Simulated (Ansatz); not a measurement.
An Ansatz (an electronic-structure program) input (Kohn–Sham DFT with the PBE functional, run in Ansatz with PAW and 420 eV plane waves, no spin-orbit coupling):

Ansatz 0.2 input:
```yaml
crystal:
  lattice:
    - [0, 4.0385083536, 4.3210711831]
    - [2.5197094444, 0, 4.3210711831]
    - [2.5197094444, 4.0385083536, 0]
  atoms:
    - { symbol: Ru, position: [0.6786304698, 0.3213695302, 0.6786304698] }
    - { symbol: Ru, position: [0.3213695302, 0.6786304698, 0.3213695302] }
    - { symbol: Ru, position: [0.5713695302, 0.9286304698, 0.5713695302] }
    - { symbol: Ru, position: [0.9286304698, 0.5713695302, 0.9286304698] }
    - { symbol: Ti, position: [0, 0, 0] }
    - { symbol: Ti, position: [0.25, 0.25, 0.25] }
basis: { ecutwfc: 420, ecutrho_ratio: 4, xc_grid: 2, fft_grid_basis: typed }
kpoints: { mp_grid: { grid: [12, 12, 12] } }
hamiltonian:
  xc: pbe
  dispersion: none
  pseudopotentials: { kind: paw }
scf: { occupations: { method: fermi_dirac, width: 0.05 }, convergence: { dr2_threshold: 0.0000000006 } }
output: { forces: true, stress: true }
checkpoint: { write: state.ck, write_every: 1000 }
```

Task: Which symmetry and how many k-points will the program report, and about how many plane waves at Γ?

Result: Space group Fddd (ITA 70) with 8 operations, k-points 280 of 1728, and 1699 plane waves at Γ.

No phonon test of stability was made. All final runs are without spin polarisation. The cell was made from TiSi2 by this change: Si → Ru; the result is a hypothetical phase, not in the database extracts checked.
